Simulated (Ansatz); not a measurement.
**A short convergence ladder for Ti (P6/mmm, 3 atoms in the cell)**

```
Ti
1.0
    4.54453     0.00000     0.00000
   -2.27227     3.93568     0.00000
    0.00000     0.00000     2.81211
Ti
3
Cartesian
  0.00000   0.00000   0.00000
  0.00000   2.62379   1.40605
  2.27227   1.31189   1.40605
```

Base method: LDA (PW92), default PAW files made with PBE (plane waves; Ansatz, a first-principles code).

Base settings: basis.ecutwfc = 420 eV; kpoints.mp_grid.grid = 8 8 12; hamiltonian.xc = lda; hamiltonian.pseudopotentials = {kind: paw} (the program's default PAW files); scf.occupations.method = fermi_dirac; scf.occupations.width = 0.1 eV.

Core times come from one kind of shared machine, to one figure; runs under 30 s give none.

**Zone-centre phonons against the cutoff**

In this ladder: phonons.method = dfpt.

The mesh stays at the base's, so the ladder's end is converged at best in this setting alone.

Frequencies are those of the unrelaxed cell, without the LO-TO term of polar crystals.

Only quantities that move along the ladder and can be compared are tabulated.

```tsv
basis.ecutwfc	highest zone-centre frequency (cm⁻¹)	lowest optical frequency (cm⁻¹)	core time / last (rough)
210 eV	264.3	204.7	–
250 eV	200.6	111.5	0.3
295 eV	205.8	127.2	0.7
355 eV	210.1	130.1	0.5
420 eV	209.9	129.8	0.6
505 eV	209.9	129.9	0.7
630 eV	209.9	129.8	1
```

Coarsest basis.ecutwfc that holds the lowest optical frequency within 2 cm⁻¹ of the last step, with all finer ones: 355 eV; the step before is off by 2.6 cm⁻¹.

Coarsest basis.ecutwfc that holds the highest zone-centre frequency within 2 cm⁻¹ of the last step, with all finer ones: 355 eV; the step before is off by 4.1 cm⁻¹.

On the base run: the starting cell comes from a database of computed structures (which also holds hypothetical and non-ambient phases and stackings), without a prior relaxation at this level. Its lattice was rescaled by up to half a per cent. Spin polarisation is off. In the base run, with a pressure of about -6 GPa the cell is away from its equilibrium volume at this level.

Keys are those of Ansatz 0.2.
